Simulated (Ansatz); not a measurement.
A computed series for WS2: pressure series

The parent structure is WS₂ (space group P6_3/mmc, No. 194; layered, stacked along the Cartesian z axis).

```yaml
crystal:
  lattice:
    - [3.11474, 0.00000, 0.00000]
    - [-1.55737, 2.69745, 0.00000]
    - [0.00000, 0.00000, 11.77237]
  atoms:
    - { symbol: W, position: [0.66667, 0.33333, 0.25000] }
    - { symbol: W, position: [0.33333, 0.66667, 0.75000] }
    - { symbol: S, position: [0.66667, 0.33333, 0.88355] }
    - { symbol: S, position: [0.33333, 0.66667, 0.38355] }
    - { symbol: S, position: [0.33333, 0.66667, 0.11645] }
    - { symbol: S, position: [0.66667, 0.33333, 0.61645] }
```

Cell and atoms are relaxed at each pressure.

The values are results of PBEsol-D3(BJ) in Ansatz (plane waves to 420 eV, PAW, no spin-orbit coupling), not measurements.

| change | electron mass | band gap | smallest direct gap |
|---|---|---|---|
| base | 0.39 mₑ along c, 0.46 mₑ across (off the special points) | 0.65 eV | 1.92 eV |
| pressure −2 GPa | – | 0.81 eV | 1.88 eV |
| pressure −1 GPa | – | … | 1.90 eV |
| pressure 0.3 GPa | 0.39 mₑ along c, 0.46 mₑ across (off the special points) | … | 1.93 eV |
| pressure 0.7 GPa | 0.38 mₑ along c, 0.45 mₑ across (off the special points) | 0.61 eV | 1.94 eV |
| pressure 1.5 GPa | 0.37 mₑ along c, 0.45 mₑ across (off the special points) | 0.57 eV | 1.95 eV |
| pressure 3 GPa | 0.36 mₑ along c, 0.43 mₑ across (off the special points) | 0.49 eV | 1.93 eV |
| pressure 5 GPa | 0.34 mₑ along c, 0.42 mₑ across (off the special points) | 0.41 eV | 1.81 eV |
| pressure 7.5 GPa | 0.33 mₑ along c, 0.41 mₑ across (off the special points) | 0.31 eV | … |
| pressure 10 GPa | 0.31 mₑ along c, 0.40 mₑ across (off the special points) | 0.23 eV | 1.54 eV |

Question: Some entries are withheld; estimate them.

Answer: 
- pressure −1 GPa, band gap: 0.72 eV
- pressure 0.3 GPa, band gap: 0.64 eV
- pressure 7.5 GPa, smallest direct gap: 1.67 eV

With W present, leaving out spin-orbit coupling can change the band edges. Load acts through the strain it causes; cell and atoms are relaxed under it. Effective masses come from finite differences of ±0.01 Å⁻¹. No phonon test of stability was made. No other phases were tried under pressure. A zero or small gap of WS2 under pressure 10 GPa can be the functional's error rather than a property of the material.

Ansatz is a program for electronic structure.
